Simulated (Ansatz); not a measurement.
# hcp Co, ferromagnetic (0 0 1) on diamond (1 1 1) (film strained to the substrate, started from cuts of the bulks and a machine-learned relaxation; started ferromagnetic)

A periodic stack without vacuum, hcp Co, ferromagnetic (0 0 1) on diamond (1 1 1) (film strained to the substrate, started from cuts of the bulks and a machine-learned relaxation; started ferromagnetic): substrate slab C14, film Co6, surface cells [[-1, 1], [-1, 0]] and [[0, -1], [1, 0]], film strained by +1.3 and +1.3 %, outermost planes C/C and Co/Co as cut, which need not be the usual terminations and can put a slab off its formula.

The start was prepared with a machine-learned potential, and the result is one local minimum, with the in-plane cell held and forces under 0.04 eV/Å; the film can end far from its bulk form.

The numbers are results of PBE (plane waves to 420 eV, PAW; Ansatz, an electronic-structure program), not measurements. Spin–orbit coupling is left out; PBE gaps are too small against experiment. Its k-point mesh 14×14×1, Fermi–Dirac width 0.05 eV.

```
Item                                                                                       Value
-------------------------------------------------------------------------------  ---------------
interface area                                                                            5.5 Å²
period                                                                                   26.34 Å
gaps between the outermost planes at the two interfaces                          1.16 and 1.16 Å
C–Co contacts across the interfaces within 1.22 times the sum of covalent radii   6, mean 1.86 Å
hole barrier (PBE)                                                                       0.59 eV
electron barrier (PBE)                                                                   3.53 eV
```

```
Co3C7
1.0
    2.52532    -0.00002     0.02949
    1.26270     2.18711     0.01482
    0.95156    -0.72984    26.34997
C Co
14 6
Direct
  0.39482   0.43186   0.02183
  0.35692   0.45079   0.07884
  0.67687   0.79082   0.09892
  0.63768   0.81041   0.15760
  0.95792   0.15029   0.17718
  0.91870   0.16990   0.23590
  0.23897   0.50977   0.25548
  0.19967   0.52943   0.31420
  0.51995   0.86930   0.33378
  0.48067   0.88899   0.39250
  0.80094   0.22886   0.41209
  0.76164   0.24858   0.47077
  0.08160   0.58862   0.49084
  0.04336   0.60783   0.54786
  0.68070   0.28915   0.59197
  0.96051   0.64931   0.67120
  0.57612   0.34144   0.74639
  0.85750   0.70083   0.82335
  0.47433   0.39223   0.89852
  0.75741   0.75055   0.97772
```
Starting moments (μB, in the order of the record's atoms C C C C C C C C C C C C C C Co Co Co Co Co Co): 0.0 0.0 0.0 0.0 0.0 0.0 0.0 0.0 0.0 0.0 0.0 0.0 0.0 0.0 1.7 1.7 1.7 1.7 1.7 1.7.
